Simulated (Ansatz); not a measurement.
# (Nb,Ta)N: NbTaN2

A 16-atom cell of (Nb,Ta)N started in the rock salt structure, site fractions Nb 0.500, Ta 0.500, short-range order -0.17 in the first shell of the mixed sites (0 is random, a negative value favours unlike neighbours), space group Cm at the end.

The mixing enthalpy is taken against the end members in the rock salt type (which need not be the stable form of NbN and TaN), relaxed in the same cell and mesh, with NbN and TaN held in the symmetric form, which may not be a minimum.

Computed with PBE (plane waves to 420 eV, PAW; Ansatz, a quantum-chemistry and plane-wave program). Scalar-relativistic, without spin–orbit coupling; the runs are not spin-polarised. Its k-point mesh 5×5×5, Fermi–Dirac width 0.05 eV.

```
Quantity                                                                                                Value
----------------------------------------------------------  -------------------------------------------------
volume per atom                                                                                      10.81 Å³
N–Nb bonds                                                       2.233 Å on average, from 2.199 to 2.282 (24)
N–Ta bonds                                                       2.210 Å on average, from 2.178 to 2.250 (24)
mixing enthalpy per site of the mixed sublattice                                                     -112 meV
departure of the mean lattice parameter from Vegard's line  under 0.15 %, inside the noise of the relaxations
```

```
CELL_PARAMETERS angstrom
     -0.00033     4.36339     4.49304
      4.40893     0.00000     4.49270
      4.40927     4.36339    -0.00034
ATOMIC_POSITIONS crystal
  Nb 0.99378 0.97773 0.00615
  Nb 0.97910 0.99549 0.52090
  Ta 0.00702 0.51862 0.99194
  Nb 0.01947 0.50874 0.48053
  Ta 0.51968 0.00795 0.98032
  Ta 0.50806 0.01758 0.49298
  Ta 0.47890 0.49627 0.02110
  Nb 0.49385 0.47767 0.50622
  N  0.24775 0.23252 0.25225
  N  0.23397 0.23889 0.77054
  N  0.26137 0.77081 0.23863
  N  0.27219 0.75352 0.73237
  N  0.76763 0.25807 0.22781
  N  0.75067 0.27062 0.74933
  N  0.72946 0.74340 0.26603
  N  0.73711 0.73213 0.76289
```
